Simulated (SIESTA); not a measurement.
## Input and output of a self-consistent single point for CaIr2 (R3m, 6 atoms in the cell) (SIESTA)

Level of theory: SIESTA 5.4.2 with GGA PBEsol, numerical atomic orbitals TZP, PseudoDojo PBEsol standard norm-conserving potentials (rewritten from UPF to PSML).

Input:

```
# files in the folder: Ca.psml Ir.psml (PseudoDojo PBEsol standard)
SystemName  CaIr2
SystemLabel cair2

NumberOfAtoms                6
NumberOfSpecies              2
%block ChemicalSpeciesLabel
  1 20 Ca
  2 77 Ir
%endblock ChemicalSpeciesLabel
LatticeConstant              5.359892 Ang
%block LatticeVectors
     0.000000000    0.707106785    0.707106785
     0.707106785    0.000000000    0.707106785
     0.707106785    0.707106785    0.000000000
%endblock LatticeVectors
AtomicCoordinatesFormat      Ang
%block AtomicCoordinatesAndAtomicSpecies
     1.923872762    1.923872762    1.923872762  1
     0.000000000    0.000000000    0.000000000  1
     4.737520000    4.737520000    4.737520000  2
     4.737520000    2.842512000    2.842512000  2
     2.842512000    2.842512000    4.737520000  2
     2.842512000    4.737520000    2.842512000  2
%endblock AtomicCoordinatesAndAtomicSpecies

XC.functional                GGA
XC.authors                   PBEsol
PAO.BasisSize                TZP
PAO.EnergyShift              0.01 Ry
MeshCutoff                   350 Ry
%block kgrid.MonkhorstPack
    4   0   0  0.0
    0   4   0  0.0
    0   0   4  0.0
%endblock kgrid.MonkhorstPack
OccupationFunction           FD
ElectronicTemperature        0.1 eV

MaxSCFIterations             150
SCF.Mixer.Method             Pulay
SCF.Mixer.Weight             0.25
SCF.Mixer.History            8
SCF.DM.Tolerance             1.0E-05
Diag.ParallelOverK           true
WriteForces                  true
Charge.Mulliken              end
```

Log, with long lists cut:

```
reinit: Reading from file input.fdf

reinit: System Name: CaIr2
reinit: System Label: cair2

coor:   Atomic-coordinates input format  =     Cartesian coordinates
coor:                                          (in Angstroms)

siesta: Atomic coordinates (Bohr) and species
siesta:      3.63559   3.63559   3.63559  1        1
siesta:      0.00000   0.00000   0.00000  1        2
siesta:      8.95262   8.95262   8.95262  2        3
siesta:      8.95262   5.37157   5.37157  2        4
siesta:      5.37157   5.37157   8.95262  2        5
siesta:      5.37157   8.95262   5.37157  2        6

siesta: System type = bulk

initatomlists: Number of atoms, orbitals, and projectors:      6   120   164

siesta: ******************** Simulation parameters ****************************
redata: Spin configuration                          = none
redata: Time-Reversal Symmetry                      = T
redata: Number of Atomic Species                    =        2
redata: Mesh Cutoff                                 =   350.0000 Ry
redata: Net charge of the system                    =     0.0000 |e|
redata: Min. number of SCF Iter                     =        0
redata: Max. number of SCF Iter                     =      150
redata: SCF convergence failure will abort job
redata: SCF mix quantity                            = Hamiltonian
redata: Mix DM or H after convergence               =   F
redata: Recompute H after scf cycle                 =   F
redata: Mix DM in first SCF step                    =   T
redata: No kicks to SCF
redata: DM Mixing Weight for Kicks                  =     0.5000
redata: Require Harris convergence for SCF          =   F
redata: Harris energy tolerance for SCF             =     0.000100 eV
redata: Require DM convergence for SCF              =   T
redata: DM tolerance for SCF                        =     0.000010
redata: Require EDM convergence for SCF             =   F
   [... lines left out ...]
diag: Parallel distribution                         =     1 x     1
diag: Used triangular part                          = Lower
diag: Absolute tolerance                            =  0.100E-15
diag: Orthogonalization factor                      =  0.100E-05
diag: Memory factor                                 =  1.0000

superc: Internal auxiliary supercell:     5 x     5 x     5  =     125
superc: Number of atoms, orbitals, and projectors:    750  15000  20500

                        Single-point calculation

superc: Internal auxiliary supercell:     5 x     5 x     5  =     125
superc: Number of atoms, orbitals, and projectors:    750  15000  20500

outcell: Unit cell vectors (Ang):
        0.000000    3.790016    3.790016
        3.790016    0.000000    3.790016
        3.790016    3.790016    0.000000

outcell: Cell vector modules (Ang)   :    5.359892    5.359892    5.359892
outcell: Cell angles (23,13,12) (deg):     60.0000     60.0000     60.0000
outcell: Cell volume (Ang**3)        :    108.8813
new_DM -- step:     1
Initializing Density Matrix...

Attempting to read DM from file... Failed...
DM filled with atomic data:

InitMesh: MESH = 50 x 50 x 50 = 125000
InitMesh: Mesh cutoff (required, used) =   350.000   360.762 Ry

stepf: Fermi-Dirac step function
        iscf     Eharris(eV)        E_KS(eV)     FreeEng(eV)     dDmax    Ef(eV) dHmax(eV)
   scf:    1   -14534.997613   -14574.790379   -14574.964173  5.784681 -1.207341 15.867791
   scf:    2   -14609.012182   -14597.260137   -14597.427395  2.431973 -3.351465  3.741157
   scf:    3   -14598.746359   -14598.249053   -14598.428950  0.347873 -3.803760  1.577390
   scf:    4   -14598.280271   -14598.307430   -14598.491069  0.086127 -3.807556  1.327367
   scf:    5   -14598.394707   -14598.376435   -14598.564489  0.055946 -3.799552  0.098014
   scf:    6   -14598.378092   -14598.378149   -14598.566485  0.029654 -3.768604  0.064913
   scf:    7   -14598.377088   -14598.377669   -14598.566782  0.004659 -3.775380  0.007235
   scf:    8   -14598.377803   -14598.377744   -14598.566769  0.001130 -3.774910  0.021449
   scf:    9   -14598.377703   -14598.377727   -14598.566787  0.001389 -3.776547  0.007851
   scf:   10   -14598.377683   -14598.377705   -14598.566789  0.000631 -3.777416  0.001492
   scf:   11   -14598.377694   -14598.377700   -14598.566789  0.000116 -3.777582  0.000079
   scf:   12   -14598.377699   -14598.377699   -14598.566789  0.000003 -3.777589  0.000012
SCF Convergence by DM+H criterion
max |DM_out - DM_in|         :     0.0000029693
max |H_out - H_in|      (eV) :     0.0000115613
SCF cycle converged after 12 iterations

Using DM_out to compute the final energy and forces

siesta: E_KS(eV) =           -14598.3777

siesta: E_KS - E_eggbox =    -14598.3777

siesta: Atomic forces (eV/Ang):
     1   -0.264963   -0.264963   -0.264963
     2    0.070864    0.070864    0.070864
     3   -0.002726   -0.002726   -0.002726
     4    0.108872    0.043965    0.043965
     5    0.043965    0.043965    0.108872
     6    0.043965    0.108872    0.043965
   Tot   -0.000021   -0.000021   -0.000021
   Max    0.264963
   Res    0.123122    sqrt( Sum f_i^2 / 3N )
   Max    0.264963    constrained

Stress tensor Voigt[x,y,z,yz,xz,xy] (kbar):       15.23       15.23       15.23        0.68        0.68        0.68
(Free)E + p*V (eV/cell)   -14599.6018
Target enthalpy (eV/cell)   -14598.5668

siesta: Program's energy decomposition (eV):
siesta: Ebs     =     -2788.001092
siesta: Eions   =     20059.766323
siesta: Ena     =      2923.586984
siesta: Ekin    =      4216.729133
siesta: Enl     =       833.565188
siesta: Eso     =         0.000000
siesta: Edftu   =         0.000000
siesta: DEna    =       209.897140
siesta: DUscf   =         6.270501
siesta: DUext   =         0.000000
siesta: Ex      =     -2541.368568
siesta: Ec      =      -187.291754
siesta: Exc     =     -2728.660322
siesta: Eharris =    -14598.377699
siesta: Etot    =    -14598.377699
siesta: FreeEng =    -14598.566789

siesta: Atomic forces (eV/Ang):
siesta:      1   -0.264963   -0.264963   -0.264963
siesta:      2    0.070864    0.070864    0.070864
siesta:      3   -0.002726   -0.002726   -0.002726
siesta:      4    0.108872    0.043965    0.043965
siesta:      5    0.043965    0.043965    0.108872
siesta:      6    0.043965    0.108872    0.043965
siesta: ----------------------------------------
siesta:    Tot   -0.000021   -0.000021   -0.000021

siesta: Stress tensor (static) (eV/Ang**3):
siesta:     0.009506    0.000422    0.000422
siesta:     0.000422    0.009506    0.000422
siesta:     0.000422    0.000422    0.009506

   [... lines left out ...]
siesta: Cell volume =        108.881257 Ang**3
siesta:         -15.22979246        -18.80729125  kBar
   [... lines left out ...]
               5dyz    5dz2    5dxz    5dx2-y2 5dxy    5dyz    5dz2    5dxz
               5dx2-y2
   3 17.160   1.984   1.621  -0.907   0.410   1.997   1.997   1.997   0.207
              0.207   0.207   1.530   1.530   1.611   1.530   1.611  -0.069

             -0.069  -0.081  -0.069  -0.081   0.034   0.034  -0.055   0.034

             -0.055
   4 17.144   1.984   1.607  -0.903   0.413   1.997   1.997   1.997   0.206
              0.206   0.207   1.527   1.519   1.606   1.527   1.614  -0.068

             -0.069  -0.081  -0.068  -0.082   0.035   0.043  -0.051   0.035

             -0.055
   5 17.144   1.984   1.607  -0.903   0.413   1.997   1.997   1.997   0.206
              0.207   0.206   1.519   1.527   1.618   1.527   1.603  -0.069

             -0.068  -0.082  -0.068  -0.081   0.043   0.035  -0.057   0.035

             -0.049
   6 17.144   1.984   1.607  -0.903   0.413   1.997   1.997   1.997   0.207
              0.206   0.206   1.527   1.527   1.606   1.519   1.614  -0.068

             -0.068  -0.081  -0.069  -0.082   0.035   0.035  -0.051   0.043

             -0.055

mulliken: Qtot =       88.000

Mulliken Atomic Populations:
Atom #   charge [q] valence [e]  Species
     1     0.295796    9.704204  Ca
     2     0.297272    9.702728  Ca
     3    -0.160026   17.160026  Ir
     4    -0.144347   17.144347  Ir
     5    -0.144348   17.144348  Ir
     6    -0.144347   17.144347  Ir
 Total    -0.000000
```

The run converged in 12 iterations.

The starting cell comes from a database of computed structures (which also holds hypothetical and non-ambient phases and stackings), without a prior relaxation at this level. Its lattice was rescaled by up to half a per cent. One atom was moved a little off its site on purpose. Spin polarisation is off. Values carry the incompleteness of an atom-centred basis.

Cost on one core of a shared machine: roughly 50 s.
